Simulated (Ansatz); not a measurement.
SiO2 (P4₁2₁2, No. 92), treated with PBE0 (Ansatz, a quantum-chemistry and plane-wave program, plane waves, PAW).

Settings: plane-wave cutoff 500 eV, 4×4×4 k mesh, gaussian smearing 0.02 eV, scalar-relativistic PAW data made under PBE.

Cell (relaxed with r²SCAN):

```
CELL_PARAMETERS angstrom
      4.98031     0.00000     0.00000
      0.00000     4.98031     0.00000
      0.00000     0.00000     6.91830
ATOMIC_POSITIONS crystal
  Si 0.30233 0.30233 0.00000
  Si 0.80233 0.19767 0.75000
  Si 0.19767 0.80233 0.25000
  Si 0.69767 0.69767 0.50000
  O  0.23822 0.10903 0.18131
  O  0.73822 0.39097 0.56869
  O  0.26178 0.60903 0.06869
  O  0.76178 0.89097 0.68131
  O  0.89097 0.76178 0.31869
  O  0.39097 0.73822 0.43131
  O  0.60903 0.26178 0.93131
  O  0.10903 0.23822 0.81869
```

Problem. Give the computed band gap.

Solution. 
- band gap: 8.28 eV (on the SCF k mesh)

Note: cell and atoms aren't relaxed at this level (largest force component 0.05 eV/Å).

Static lattice: no zero-point or thermal effects.

The result took around 6 core-minutes (rough).
